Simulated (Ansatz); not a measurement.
Given:

```
GaP
1.0
    0.00000     2.71944     2.71944
    2.71944     0.00000     2.71944
    2.71944     2.71944     0.00000
Ga P
1 1
Direct
  0.00000   0.00000   0.00000
  0.25000   0.25000   0.25000
```

Method: PBEsol with spin-orbit coupling, rigid bands (plane waves, PAW; Ansatz, an electronic-structure program). Cell: cell and atoms relaxed with PBEsol.

**Question.** Predict the electron conductivity mass (n e² τ/σ) at 300 K, by direction if it differs.

**Answer.** 0.35 mₑ.

**Question.** What conductivity effective mass do dilute holes have at 300 K?

**Answer.** 0.48 mₑ.

**Question.** And the band gap?

**Answer.** 1.43 eV at this level; semilocal functionals usually fall short of the measured gap.

Rigid bands, one relaxation time for all states, no polarons.
